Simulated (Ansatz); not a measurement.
Reference: CsPbBr3 (Pm-3m), PBEsol, rigid bands (plane waves, PAW, scalar-relativistic; Ansatz, a program for electronic structure); axes and stresses refer to this cell.

```
CsPbBr3
1.0
    5.87211     0.00000     0.00000
    0.00000     5.87211     0.00000
    0.00000     0.00000     5.87211
Cs Pb Br
1 1 3
Direct
  0.00000   0.00000   0.00000
  0.50000   0.50000   0.50000
  0.50000   0.50000   0.00000
  0.00000   0.50000   0.50000
  0.50000   0.00000   0.50000
```

The band gap is 1.43 eV and the Seebeck coefficient, p-type 1e19 cm⁻³ comes out as 91 μV/K. The Seebeck coefficient, n-type 1e19 cm⁻³ is -266 μV/K.

Q: Change: functional PBE, cell relaxed with it. What happens to band gap, Seebeck coefficient, p-type 1e19 cm⁻³, Seebeck coefficient, n-type 1e19 cm⁻³?

A: band gap rises to 1.78 eV; Seebeck coefficient, p-type 1e19 cm⁻³ grows to 112 μV/K; Seebeck coefficient, n-type 1e19 cm⁻³ goes up in size to -282 μV/K.

Q: Change: functional r2SCAN on the same cell. What happens to band gap, Seebeck coefficient, p-type 1e19 cm⁻³, Seebeck coefficient, n-type 1e19 cm⁻³?

A: band gap grows to 1.90 eV; Seebeck coefficient, p-type 1e19 cm⁻³ increases to 101 μV/K; Seebeck coefficient, n-type 1e19 cm⁻³ moves little, to -274 μV/K.

Seebeck coefficients are for the stated density at 300 K, with one relaxation time for all states and whether or not that doping can be reached. Spin-orbit coupling is left out unless a row names it; without it the gap and masses of crystals with these elements can be far off. 

CsPbBr3 (Pm-3m): a high-temperature phase held by its symmetry.
